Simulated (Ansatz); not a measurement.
The starting structures come from a database of crystals and need not be the phases stable at ambient conditions.

```
CELL_PARAMETERS angstrom
      5.89516     0.00000     0.00000
      0.00000     6.23923     0.00000
      1.32289     0.00000     5.77737
ATOMIC_POSITIONS crystal
  Li 0.67298 0.36114 0.34508
  Li 0.32702 0.63886 0.65492
  Li 0.82702 0.86114 0.65492
  Li 0.17298 0.13886 0.34508
  La 0.80578 0.43156 0.79999
  La 0.19422 0.56844 0.20001
  La 0.69422 0.93156 0.20001
  La 0.30578 0.06844 0.79999
  O  0.98663 0.23937 0.08706
  O  0.01337 0.76063 0.91294
  O  0.51337 0.73937 0.91294
  O  0.48663 0.26063 0.08706
  O  0.20832 0.36782 0.57182
  O  0.79168 0.63218 0.42818
  O  0.29168 0.86782 0.42818
  O  0.70832 0.13218 0.57182
```

The cell is taken as given; by r2SCAN it stands under a pressure of -2.0 GPa.

Transport runs along the normal of the first two printed cell vectors.

The gap is the functional's own. No spin-orbit coupling. Mid-gap values are those at the computed energy nearest the middle.

Task: State the band gap and the smallest decay constant κ at mid-gap according to r2SCAN in Ansatz (an electronic-structure program).

Result: Gap 4.20 eV on a 6×6×6 mesh; κ = 0.407 1/Å, at the zone centre.
